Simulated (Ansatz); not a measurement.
The parent structure is Zn in the hcp (Mg type) structure (space group P6_3/mmc, No. 194; a = 2.613 Å, c = 4.781 Å; relaxed with 0.1 eV smearing). Axes: x lies along a and z along c of the hexagonal cell.

Structures relaxed with PBEsol (Ansatz, a quantum-chemistry and plane-wave program, PAW, scalar-relativistic without spin-orbit coupling).

Base:

Simulated powder pattern, Cu Kα1, λ = 1.54056 Å (kinematic, ideal powder, no thermal factors, no anomalous dispersion; the 14 strongest lines at most, above 2 %, up to 2θ = 90°):

```json
[
 {"2θ (°)": "37.59", "I/Imax (%)": "36", "hkl": "(002)"},
 {"2θ (°)": "39.80", "I/Imax (%)": "23", "hkl": "(100)"},
 {"2θ (°)": "44.25", "I/Imax (%)": "100", "hkl": "(101)"},
 {"2θ (°)": "55.90", "I/Imax (%)": "16", "hkl": "(102)"},
 {"2θ (°)": "72.26", "I/Imax (%)": "14", "hkl": "(110)"},
 {"2θ (°)": "72.48", "I/Imax (%)": "21", "hkl": "(103)"},
 {"2θ (°)": "80.24", "I/Imax (%)": "3.5", "hkl": "(004)"},
 {"2θ (°)": "84.43", "I/Imax (%)": "18", "hkl": "(112)"},
 {"2θ (°)": "85.81", "I/Imax (%)": "2.2", "hkl": "(200)"},
 {"2θ (°)": "88.79", "I/Imax (%)": "12", "hkl": "(201)"}
]
```

Perturbation: uniaxial strain ε_xx = −3.00 %, all other strain components held at zero; the atoms relax in the strained cell.

After the change:

Simulated powder pattern, Cu Kα1, λ = 1.54056 Å (kinematic, ideal powder, no thermal factors, no anomalous dispersion; the 14 strongest lines at most, above 2 %, up to 2θ = 90°):

```csv
2θ (°),I/Imax (%),hkl
37.59,57,(002)
39.80,12,(010)
40.77,22,(100)
44.25,53,(011)
45.14,100,(101)
55.90,8.6,(012)
56.65,16,(102)
72.48,11,(013)
72.91,15,(110)
73.13,22,(103)
74.87,6.7,(2 -1 0)
85.05,19,(112)
86.93,8.9,(2 -1 2)
88.79,6.4,(021)
```

The indices refer to the base's conventional cell; one index is shown for lines that coincide. The space group is now Cmcm (No. 63).

No phonon test of stability was made.
